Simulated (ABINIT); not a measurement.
**Equation of state of fcc Ag (space group 225): energy against volume (ABINIT, PBEsol)**

```
Ag
1.0
    0.00000     1.98562     1.98562
    1.98562     0.00000     1.98562
    1.98562     1.98562     0.00000
Ag
1
Direct
  0.00000   0.00000   0.00000
```

Method: PBEsol, norm-conserving pseudopotentials (PseudoDojo nc-sr-04 PBEsol standard) (plane waves; ABINIT). Settings: pseudos = [Ag.upf]; ecut = 53 Ha; ixc = -116133; occopt = 3; tsmear = 0.00183747 Ha; ngkpt = 25 25 25; nshiftk = 1; shiftk = 0 0 0; potentials = PseudoDojo nc-sr-04 PBEsol standard; nband = 15; kptopt = 1; nstep = 80; toldfe = 1e-09 Ha. The cell above is the first row's. The rows scale it uniformly. In all rows the k mesh is held. E is the free energy at the stated smearing, counted from the lowest row.

| V (Å^3/atom) | E (meV/atom) |
|---|---|
| 15.657 | ? |
| 15.998 | 10.57 |
| 16.338 | 2.34 |
| 16.679 | 0.00 |
| 17.019 | 2.79 |
| 17.359 | 10.05 |
| 17.700 | 21.20 |
| 18.040 | 35.71 |
| 18.380 | 53.12 |

The 8 complete rows are fitted with the third-order Birch-Murnaghan form, a cubic in V^(-2/3), E against V. With u = V^(-2/3) - 0.150, the rows have u = 0.007503, 0.005310, 0.003186, 0.001139, -0.000841, -0.002763, -0.004619, -0.006417. Least squares gives E = 6.426 - 3831.95·u + 558686·u² + 3414607·u³. Residuals (row less fit): 0.002, -0.002, 0.001, -0.001, 0.008, -0.007, 0.001, 0.001; standard error 0.006 (degrees of freedom: 4). Its minimum lies at u = 0.003328, so V0 = (0.153328)^(-3/2) = 16.66. There d²E/du² = 1186000 and d³E/du³ = 2.049e7, so B0 = (4/9) × 16.66^(-7/3) × 1186000 × 0.160218 = 119 GPa (the last factor turns the table's units into GPa), and B0' = 4 + (2/3) × 0.153328 × (2.049e7)/1186000 = 5.8. The program's pressures in the fitted runs (not shown) pass through zero at V = 16.66, 0.01 % from this V0.

Problem. Estimate the missing E (V = 15.657); what did the run itself give?

Solution. u = 0.009782, so E = 6.426 - 3831.95 × 0.009782 + 558686 × 0.009782² + 3414607 × 0.009782³ = 25.597 meV/atom. The calculation gives 25.55 meV/atom, 0.047 meV/atom below the prediction (0.1 % of the range of E in the table). The row lies outside the fitted rows, so this is an extrapolation. From the scatter of the fitted rows alone, a prediction at this place has a standard error of 0.017 meV/atom, so the miss is 2.8 times that.

Carrying the step between the two nearest rows on in a straight line would have given 18.82, off by 6.73; series whose last step already gives the withheld value aren't shown. The scan was laid around a cell of about the measured size, scaled by a guess for this functional. Cutoffs and mesh are single choices, not tested for convergence of this quantity. Series with a scatter that would blur these digits, or in which a gap closes, are not shown. Nor are scans whose minimum lies at an end fitted in this form.
